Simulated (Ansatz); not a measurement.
Consider TiSi₂ (space group Cmcm, No. 63; a = 3.5461 Å, b = 13.5634 Å, c = 3.5798 Å). Axes: x, y, z lie along a, b, c of the conventional cell.

The values are results of PBE (Ansatz, a first-principles code, PAW, no spin-orbit coupling), not measurements.

Before the change:

```
Quantity            Value
---------------  --------
Volume per atom  14.35 Å³
```

The change: uniaxial stress, 5 GPa compression along z; all other stress components relax to zero.

### Question
Predict the new volume per atom and energy relative to the base.

### Answer
The volume per atom shrinks by 0.12 Å³, from 14.35 Å³ to 14.23 Å³; the energy goes up by 4.2 meV/atom.

Without a gap, meshes like the base's 14×14×13 leave anisotropic stresses uncertain by several tenths of a GPa, and small strain energies with them. Load acts through the strain it causes; cell and atoms are relaxed under it. Beyond what the load breaks, stability against distortions was not tested. The final runs are not spin-polarised.
